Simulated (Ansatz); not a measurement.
The starting structures come from a database of crystals and need not be the phases stable at ambient conditions.

 Where the default PAW files enter, the runs use the earlier of Ansatz's two default sets.

```
Cd2SrP2
1.0
    4.35952     0.00000     0.00000
   -2.17976     3.77546     0.00000
    0.00000     0.00000     7.31153
Sr Cd P
1 2 2
Cartesian
  0.00000   0.00000   0.00000
  0.00000   2.51697   4.64187
  2.17976   1.25849   2.66966
  2.17976   1.25849   5.45199
  0.00000   2.51697   1.85954
```

Space group of this cell: P-3m1. The cell is taken as given; by PBEsol its mean pressure is -2.3 GPa.

Transport runs along the normal of the first two printed cell vectors, the (001) plane of the conventional cell.

The gap is the functional's own, uncorrected, and κ follows it; spin-orbit coupling is left out. Mid-gap values are interpolated between the computed energies.

Q: Compute, with PBEsol in Ansatz (an electronic-structure program), the band gap and the smallest decay constant κ at mid-gap.

A: Gap 0.64 eV on a 12×12×4 mesh; κ = 0.063 1/Å, at the zone centre.
